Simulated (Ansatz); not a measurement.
The reference is LaRh₃B₂ (space group P6/mmm, No. 191; a = 5.442 Å, c = 3.124 Å). Axes: x lies along a and z along c of the hexagonal cell.

Computed with PBEsol/PAW in Ansatz (an electronic-structure program), without spin-orbit coupling.

Before the change:

| Item | Result |
|---|---|
| Volume per atom | 13.36 Å³ |
| Band gap | zero |

One thing is altered: uniaxial stress, 5 GPa compression along z; all other stress components relax to zero.

Task: What happens to the energy relative to the base, volume per atom and band gap?

Result: The energy grows by 14 meV/atom; the volume per atom shrinks by 0.144 Å³, from 13.36 Å³ to 13.21 Å³; the band gap remains zero.

Without a gap, meshes like the base's 10×10×15 leave anisotropic stresses uncertain by several tenths of a GPa, and small strain energies with them. Load acts through the strain it causes; cell and atoms are relaxed under it. Beyond what the load breaks, stability against distortions was not tested. The final runs are not spin-polarised.
